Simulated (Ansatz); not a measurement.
## YSi (Cmcm): band-structure transport figures

Consider the following.

```
CELL_PARAMETERS angstrom
      2.11646    -5.23391     0.00000
      2.11646     5.23391     0.00000
      0.00000     0.00000     3.80205
ATOMIC_POSITIONS crystal
  Y  0.14061 0.85939 0.25000
  Y  0.85939 0.14061 0.75000
  Si 0.42401 0.57599 0.25000
  Si 0.57599 0.42401 0.75000
```

These are PBEsol, rigid bands (plane waves, PAW, scalar-relativistic; Ansatz, a first-principles code) values and carry that method's errors. How the cell was made: cell and atoms relaxed with PBEsol.

```
Property                                                               Value
------------------------------------  --------------------------------------
density of states at the Fermi level       2.11 states/(eV·cell), both spins
bare Sommerfeld coefficient                        1.24 mJ/(mol of atoms·K²)
Drude plasma energy                             2.1 (x), 2.8 (y), 5.4 (z) eV
root-mean-square Fermi velocity                                    4.6e5 m/s
resistivity times τ                   115 (x), 62 (y), 16.7 (z) ×10⁻²² Ω·m·s
```

A metal at this level (no band gap); rigid bands, thermally averaged at 300 K, both spins. Spin-orbit coupling is left out. τ is one relaxation time for all states.
